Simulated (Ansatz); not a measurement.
**BN, pressure series**

Base system: BN in the wurtzite structure (space group P6_3mc, No. 186; a = 2.5545 Å, c = 4.2246 Å).

Cell and atoms are relaxed at each pressure.

Computed with PBE (Ansatz, a quantum-chemistry and plane-wave program; PAW; 420 eV plane waves; no spin-orbit coupling).

Two rows of this table had their results exchanged by mistake.

| pressure | volume per atom (Å³) | shortest distance (Å) | band gap |
|---|---|---|---|
| pressure −2 GPa | 6.00 | 1.570 | 5.24 eV |
| pressure −1 GPa | 5.98 | 1.568 | 5.23 eV |
| pressure 0.9 GPa | 5.95 | 1.566 | 5.22 eV |
| pressure 2.1 GPa | 5.75 | 1.548 | 5.15 eV |
| pressure 4.5 GPa | 5.90 | 1.561 | 5.20 eV |
| pressure 9 GPa | 5.83 | 1.555 | 5.18 eV |
| pressure 15 GPa | 5.94 | 1.564 | 5.22 eV |
| pressure 22.5 GPa | 5.65 | 1.539 | 5.11 eV |
| pressure 30 GPa | 5.56 | 1.531 | 5.07 eV |

**Question.** Which two?

**Answer.** The rows for pressure 2.1 GPa and pressure 15 GPa: the volume has to fall steadily with pressure, so 5.94 Å³ belongs to pressure 2.1 GPa and 5.75 Å³ to pressure 15 GPa.

Load acts through the strain it causes; cell and atoms are relaxed under it. No phonon test of stability was made. Competing high-pressure phases were not computed.
